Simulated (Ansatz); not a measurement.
The parent structure is PbF2 in the fluorite structure (space group Fm-3m, No. 225; a = 5.8986 Å). Axes: x, y, z lie along the cube axes.

Method: Ansatz (a first-principles code) PBEsol, no spin-orbit coupling.

Strains are applied to the cell and any free atomic positions relax; under biaxial strain the out-of-plane vector relaxes too; under stress the whole cell relaxes.

One change was made to it. Results:

The energy is nearly the same; the shortest interatomic distance stays essentially unchanged (2.554 Å against 2.552 Å).

### Question
Which change produced these results?
A) isotropic strain +1.57 %
B) uniaxial stress, 0.5 GPa compression along x
C) biaxial strain +1.80 %, plane normal [110], relaxed out of plane

### Answer
B, uniaxial stress, 0.5 GPa compression along x. For comparison, the energy relative to the base in the other runs: biaxial strain +1.80 %, plane normal [110], relaxed out of plane gives +3.3 meV/atom; isotropic strain +1.57 % gives +8.5 meV/atom.

A biaxial case was relaxed in a doubled cell and then solved in the primitive one. Stability under load was not tested beyond the relaxation.
